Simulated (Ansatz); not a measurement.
MgO (space group P6_3/mmc, No. 194; a cell from a computed database, its experimental status unchecked)

```
MgO
1.0
    3.49395     0.00000     0.00000
   -1.74697     3.02585     0.00000
    0.00000     0.00000     4.19407
Mg O
2 2
Direct
  0.66667   0.33333   0.75000
  0.33333   0.66667   0.25000
  0.66667   0.33333   0.25000
  0.33333   0.66667   0.75000
```

Method: PBEsol (Ansatz, a program for electronic structure), scalar-relativistic without spin-orbit coupling. Γ-centred 11×11×8 mesh, Fermi–Dirac width 0.05 eV.

| Property | Value |
|---|---|
| Volume per atom | 11.09 Å³ |
| Density | 3.02 g/cm³ |
| Band gap | 3.27 eV, direct at Γ |
| Electron mass | 0.37 mₑ along c, 0.33 mₑ across |
| Hole mass | 0.39 mₑ along c, 2.0 mₑ across |
| Lowest conduction-band minima above the VBM | Γ 3.27 eV |
| Total energy | -1237.871 eV/atom (σ→0; compares only within this code and set-up) |

Masses are band curvatures over ±0.01 Å⁻¹ around the edge. No phonon test of stability was made. This is not the structure that MgO has at room temperature and ambient pressure.
